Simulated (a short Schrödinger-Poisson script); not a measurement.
# Symmetric double-gate stack, Si3N4 on p-type Si(100)

Structure: symmetric double-gate stack, Si3N4 on p-type Si(100), at 300 K.

| layer | material | thickness (nm) | Na (cm⁻³) |
|---|---|---|---|
| 1 | Si3N4 | 4.9 | - |
| 2 | Si | 14 | 1e17 |
| 3 | Si3N4 | 4.9 | - |

Constants are typed, rounded textbook-type inputs, not results; the design itself was drawn at random and stands for no fabricated device. Si3N4: permittivity 7.5, conduction-band edge (eV) 1.95, gap (eV) 5.1, electron mass (mₑ) 0.5. Si: permittivity 11.7, conduction-band edge (eV) 0, gap (eV) 1.124, Nv at 300 K (cm⁻³) 3.1e19.

Channel valleys (confinement mass, in-plane density-of-states mass, number): Δ2 0.916, 0.19, 2; Δ4 0.19, 0.417, 4. At the gates, both at one voltage, the conduction-band edge of layer 1 lies 2 eV − eVg above the Fermi level of the channel. Gaps are held at their typed values at every temperature. Mesh 0.03 nm at interfaces.

Solved with a short Schrödinger-Poisson script written for these runs: 1D Poisson equation in equilibrium, electrons quantum, Hartree (BenDaniel-Duke, 12 states a valley, the channel's in-plane mass for all, wave functions ending at the dielectric), parabolic valleys, classical holes, full ionisation, no traps, pinning or gate leakage.

```
Vg (V)  electrons (cm⁻²)  C (μF/cm²)  Δ2 E0 (meV)  Δ2 E1 (meV)  Δ4 E0 (meV)  Δ4 E1 (meV)
------  ----------------  ----------  -----------  -----------  -----------  -----------
-0.3              2.32e7     < 0.003        363.6        369.4        371.7        401.4
-0.1             4.57e10       0.250        167.6        173.1        175.7        205.1
0.1              1.40e12        1.63         78.3         79.4         90.3        113.8
0.3              3.67e12        1.96         45.8         45.9         70.1         87.6
0.5              6.22e12        2.11         24.7         24.7         60.8         74.6
0.7              8.91e12        2.19          9.0          9.0         55.1         66.5
0.9              1.17e13        2.24         -3.8         -3.8         51.0         60.8
1.1              1.45e13        2.28        -14.8        -14.8         47.8         56.3
1.3              1.74e13        2.31        -24.7        -24.7         45.0         52.6
1.5              2.03e13        2.33        -33.8        -33.8         42.6         49.3
```

Gate voltages with under 1e6 electrons/cm² are left out.

Subbands count from the Fermi level. The capacitance is that of both gates.
